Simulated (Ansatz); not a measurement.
Take CdS in the wurtzite structure (space group P6_3mc, No. 186) as the base.

```
CdS
1.0
    4.12436     0.00000     0.00000
   -2.06218     3.57180     0.00000
    0.00000     0.00000     6.70817
Cd S
2 2
Direct
  0.33333   0.66667   0.00017
  0.66667   0.33333   0.50017
  0.33333   0.66667   0.37683
  0.66667   0.33333   0.87683
```

Cartesian axes are those of the cell as printed.

The values are results of PBEsol, PAW, 420 eV (Ansatz, a first-principles code; without spin-orbit coupling), not measurements.

Strains are applied to the cell and any free atomic positions relax.

One change was made to it. Results:

| quantity | base | after |
|---|---|---|
| energy relative to the base (free energy F) | 0 meV/atom | +2.3 meV/atom |
| valence-band top at Γ (three highest levels, from the VBM) | 0.00, 0.00, -0.05 eV | 0.00, 0.00, -0.10 eV |
| electron mass | 0.11 mₑ along c, 0.12 mₑ across (at Γ) | 0.11 mₑ along z, 0.12 mₑ across (at Γ) |
| band gap | 1.09 eV | 1.02 eV |

Q: What was done to the base?
A. uniaxial strain ε_zz = +2.40 %
B. uniaxial strain ε_zz = +1.80 %
C. uniaxial strain ε_zz = +0.60 %
D. uniaxial strain ε_zz = +3.00 %
E. uniaxial strain ε_zz = +1.20 %

A: B, uniaxial strain ε_zz = +1.80 %. For comparison, the energy relative to the base in the other runs: uniaxial strain ε_zz = +2.40 % gives +4.1 meV/atom; uniaxial strain ε_zz = +0.60 % gives +0.2 meV/atom; uniaxial strain ε_zz = +1.20 % gives +1.0 meV/atom; uniaxial strain ε_zz = +3.00 % gives +6.4 meV/atom.

Masses are band curvatures over ±0.01 Å⁻¹ around the edge. Stability against distortions was not tested.
